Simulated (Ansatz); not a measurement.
InP (F-43m) under hydrostatic pressure (compression positive): electron conductivity mass by r2SCAN with spin-orbit coupling, rigid bands (plane waves, PAW; Ansatz, a first-principles code). The unloaded cell, whose axes the loads refer to:

```xyz
2
Lattice="0.0000 2.9390 2.9390 2.9390 0.0000 2.9390 2.9390 2.9390 0.0000" Properties=species:S:1:pos:R:3 pbc="T T T"
In     0.0000     0.0000     0.0000
P      1.4695     1.4695     1.4695
```

| hydrostatic pressure (compression positive) (GPa) | volume per atom (Å³) | electron conductivity mass (mₑ) |
|---|---|---|
| -3 | 26.71 | 0.0707 |
| -2 | 26.22 | 0.0776 |
| -1 | 25.79 | ? |
| 0 | 25.39 | 0.0895 |
| 1 | 25.03 | 0.0945 |
| 2 | 24.69 | 0.0993 |
| 4 | 24.08 | 0.108 |
| 6 | 23.55 | 0.115 |

Fit a straight line to ln(electron conductivity mass) against the load over the rows given, and predict the row at -1 GPa.

The means are x̄ = 1.143 GPa and ȳ = -2.3823; Σ(x − x̄)(y − ȳ) = 3.261 and Σ(x − x̄)² = 60.86, so the slope is 5.36 % per GPa, and the rows given lie within 4.5 % of the line. At -1 GPa the line gives 0.0823 mₑ; the calculation gives 0.0838 mₑ, 1.8 % from it.

Masses are for dilute carriers at 300 K, harmonic means over directions unless an axis is named. Stresses and pressures are the targets of the relaxation. The structure type is held at every load. Geometry: cell and atoms relaxed with PBEsol.
